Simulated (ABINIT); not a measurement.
## Parameter sweep on CsMoO3 (Pm-3m, 5 atoms in the cell)

```cif
data_CsMoO3
_chemical_formula_sum 'Cs1 Mo1 O3'
_space_group_name_H-M_alt 'P 1'
_space_group_IT_number 1
_cell_length_a 4.13308
_cell_length_b 4.13308
_cell_length_c 4.13308
_cell_angle_alpha 90.000
_cell_angle_beta 90.000
_cell_angle_gamma 90.000
loop_
_space_group_symop_operation_xyz
  'x, y, z'
loop_
_atom_site_label
_atom_site_type_symbol
_atom_site_fract_x
_atom_site_fract_y
_atom_site_fract_z
_atom_site_occupancy
Cs1 Cs 0.00000 0.00000 0.00000 1
Mo1 Mo 0.50000 0.50000 0.50000 1
O1 O 0.50000 0.50000 0.00000 1
O2 O 0.00000 0.50000 0.50000 1
O3 O 0.50000 0.00000 0.50000 1
```
Moments meant for the start (each program seeds them in its own way; μB, in the order of the atoms Cs Mo O O O): 0.0 2.0 0.0 0.0 0.0.

Base run A: ABINIT 10.0.3 with PBEsol, norm-conserving pseudopotentials (PseudoDojo nc-sr-04 PBEsol standard), self-consistent single point.

Its settings: pseudos = [Cs.upf, Mo.upf, O.upf]; ecut = 42 Ha; nsppol = 2; occopt = 3; tsmear = 0.00499791 Ha; ngkpt = 5 5 5; nshiftk = 1; shiftk = 0 0 0; potentials = PseudoDojo nc-sr-04 PBEsol standard; nband = 29; kptopt = 1; nstep = 50; toldfe = 1e-09 Ha.

The starting cell comes from a database of computed structures (which also holds hypothetical and non-ambient phases and stackings), without a prior relaxation at this level. The starting moments vanished: the run ended non-magnetic. In the base run, with a pressure of about -13 GPa the cell is away from its equilibrium volume at this level.

ΔF is the free energy per atom less that of run A. 

| run | occopt, tsmear | ΔF (meV/atom) | pressure (GPa) | size of the net moment (μB/atom) | TS (meV/atom) |
|---|---|---|---|---|---|
| A | 3, 0.00499791 Ha | 0.00 | -12.59 | 0.00 | 21.3 |
| B | 4, 0.00499791 Ha | 12.8 | -12.72 | 0.05 | 0.0 |
| C | 5, 0.00499791 Ha | 12.9 | -12.71 | 0.05 | -0.3 |
| D | 3, 0.00734986 Ha | -11.8 | -12.42 | 0.00 | 42.3 |
| E | 3, 0.0110248 Ha | -37.2 | -12.03 | 0.00 | 90.0 |

Run D against A: The free energy drops by 11.8 meV/atom and the pressure goes from -12.59 to -12.42 GPa.

Run C against A: The free energy goes up by 12.9 meV/atom, the pressure goes from -12.59 to -12.71 GPa and the size of the net moment goes from 0.00 to 0.05 μB/atom.

Run B against A: The free energy goes up by 12.8 meV/atom, the pressure goes from -12.59 to -12.72 GPa and the size of the net moment goes from 0.00 to 0.05 μB/atom.
